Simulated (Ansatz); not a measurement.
# Fermi-surface data of Ti2AlC (P6_3/mmc)

```yaml
crystal:
  lattice:
    - [3.03747, 0.00000, 0.00000]
    - [-1.51873, 2.63052, 0.00000]
    - [0.00000, 0.00000, 13.63721]
  atoms:
    - { symbol: Ti, position: [0.33333, 0.66667, 0.08332] }
    - { symbol: Ti, position: [0.66667, 0.33333, 0.91668] }
    - { symbol: Ti, position: [0.66667, 0.33333, 0.58332] }
    - { symbol: Ti, position: [0.33333, 0.66667, 0.41668] }
    - { symbol: Al, position: [0.33333, 0.66667, 0.75000] }
    - { symbol: Al, position: [0.66667, 0.33333, 0.25000] }
    - { symbol: C, position: [0.00000, 0.00000, 0.00000] }
    - { symbol: C, position: [0.00000, 0.00000, 0.50000] }
```

Computed with r2SCAN, rigid bands (plane waves, PAW, scalar-relativistic; Ansatz, a program for electronic structure). Condition of this run: functional r2SCAN on the same cell. How the cell was made: cell and atoms relaxed with PBEsol.

```json
{
 "density of states at the Fermi level": "2.37 states/(eV·cell), both spins",
 "bare Sommerfeld coefficient": "0.70 mJ/(mol of atoms·K²)",
 "drude_plasma_energy": "4.7 (x), 4.7 (y), 2.2 (z) eV",
 "root-mean-square Fermi velocity": "5.3e5 m/s",
 "resistivity times τ": "23 (x), 23 (y), 101 (z) ×10⁻²² Ω·m·s"
}
```

A metal at this level (no band gap); rigid bands, thermally averaged at 300 K, both spins. Spin-orbit coupling is left out. τ is one relaxation time for all states.

Computed structure, not matched to a measured one here, so possibly hypothetical: Ti2AlC (P6_3/mmc).
